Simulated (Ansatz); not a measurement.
MoSi2 under a change: biaxial strain −1.50 %, plane normal [001], relaxed out of plane

Consider MoSi₂ (space group I4/mmm, No. 139; a = 3.1901 Å, c = 7.8220 Å; relaxed with 0.1 eV smearing). Axes: x, y, z lie along a, b, c of the conventional cell.

Now apply this change: biaxial strain −1.50 %, plane normal [001], relaxed out of plane (Cartesian); in-plane vectors clamped, the third vector and the atoms free.

All numbers come from PBEsol, PAW, 420 eV (Ansatz, an electronic-structure program; no spin-orbit coupling). k-mesh 25×25×25 (Γ-centred); smearing 0.1 eV (Fermi–Dirac).

The space group is still I4/mmm (No. 139) and the shortest interatomic distance shrinks by 0.6 pm, from 258.0 pm to 257.4 pm. The energy grows by 9.6 meV/atom and the pressure (mean of the normal stresses, compression positive) goes from zero to 5.3 GPa. The band gap remains zero and the out-of-plane strain is +0.60 %. The ratio −ε⊥/ε∥ amounts to 0.40 and the mean in-plane stress (compression positive) amounts to +7.9 GPa.

No phonon test of stability was made. All final runs are without spin polarisation.
